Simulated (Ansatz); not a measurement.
A 32-atom cell of (Ge,Sn) started in the diamond structure, site fractions Ge 0.188, Sn 0.812, short-range order -0.03 among the nearest mixed sites of the first mixed sublattice (0 is random, a negative value favours unlike neighbours), space group P1 at the end. The mixed sublattice has 32 sites.

The mixing enthalpy is taken against the end members in the diamond type, relaxed in the same cell and mesh.

Computed with PBE (plane waves to 420 eV, PAW; Ansatz, a program for electronic structure). No spin–orbit coupling. Its k-point mesh 3×3×3, Fermi–Dirac width 0.01 eV.

```csv
cell,energy at zero smearing (eV)
Ge,-137439.454
Sn,-192774.776
Sn13Ge3,-182398.594
```

**Question.** Work out the mixing enthalpy per mixed site and the interaction parameter Ω of a regular solution.

**Answer.** With x = 26/32 of the second end member, ΔH = [-182398.594 − 6/32 × (-137439.454) − 26/32 × (-192774.776)] / 32 = 25.3 meV against the separate end members. Ω = ΔH / x(1 − x) = 166 meV, which puts the top of the miscibility gap of this model at Ω / 2k = 960 K.
